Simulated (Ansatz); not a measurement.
Start from GaAs in the zinc blende structure (space group F-43m, No. 216; a = 5.6667 Å).

All numbers come from r2SCAN in Ansatz (plane waves to 500 eV, PAW, no spin-orbit coupling).

For the base:

| Quantity | Result |
|---|---|
| Electron mass | 0.051 mₑ (at Γ) |
| Valley order | Γ 0.96 eV; L along ⟨111⟩ 1.35 eV; a point along ⟨100⟩, about 1.0 Å⁻¹ from Γ 1.72 eV |
| Density | 5.28 g/cm³ |

Modification: hydrostatic tension (pressure −2 GPa).

**Question.** What happens to the mean gap deformation potential ΔEg/Δln V, electron mass, valley order and density?

**Answer.** The mean gap deformation potential ΔEg/Δln V is -8.0 eV; the electron mass becomes 0.040 mₑ (at Γ) (base: 0.051 mₑ (at Γ)); the valley order (the lowest conduction-band minima on the path, energy above the VBM, named in the base's zone) becomes Γ 0.73 eV; L along ⟨111⟩ 1.26 eV; a point along ⟨100⟩, about 1.0 Å⁻¹ from Γ 1.75 eV (base: Γ 0.96 eV; L along ⟨111⟩ 1.35 eV; a point along ⟨100⟩, about 1.0 Å⁻¹ from Γ 1.72 eV); the density shrinks by 0.15 g/cm³, from 5.28 g/cm³ to 5.13 g/cm³.

Load acts through the strain it causes; cell and atoms are relaxed under it. Masses are band curvatures over ±0.01 Å⁻¹ around the edge. Whether these cells are dynamically stable was not tested.

Ansatz is an electronic-structure program.
